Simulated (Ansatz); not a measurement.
## Point defect N vacancy (broken-bond start) in metastable zinc-blende AlN

Computed with PBE, PAW (plane waves to 420 eV; Ansatz, a program for electronic structure). A 2×2×2 supercell of 64 sites was used; the energies come from a 2×2×2 shifted sampling of its zone. Sites at the start: the N site; a neighbour pushed 0.95 Å away from the vacancy. Charged cells carry a point-charge image correction with potential alignment at far atoms. Dielectric constants: PBE linear response of the host. Host gap at this level: 3.31 eV. These values are not converged in cell size to better than tenths of an eV. Levels are measured in PBE's own, too narrow, gap. Spin–orbit coupling is left out. Each state is the lowest found from its start.

Formation energies E_f are given with the Fermi level at the valence-band maximum. Chemical conditions: Al-rich (Δμ(N) = -2.69 eV; only phases computed here count, gases as isolated molecules at 0 K); N-rich (Δμ(N) = 0.00 eV; only phases computed here count, gases as isolated molecules at 0 K). Reference phases: N: N2 molecule in a box.

```csv
charge,moment (μB),largest move off a lattice site (Å),image correction with alignment (eV),"E_f, Al-rich (eV)","E_f, N-rich (eV)"
+2†,1.0,0.22,0.68,–,–
+1,not spin-polarised,0.06,0.12,-0.42,2.27
0*,1.0,0.10,–,–,–
```

* At this level the carrier isn't localised at the defect: at charge 0 electrons occupy the conduction band. Such a state is shallow or no state of the defect, and this cell gives it no level.

† Not settled in this cell, so no level is given: charge +2: carriers not clearly localised.

No other site or start that was run ended lower by more than 0.1 eV.
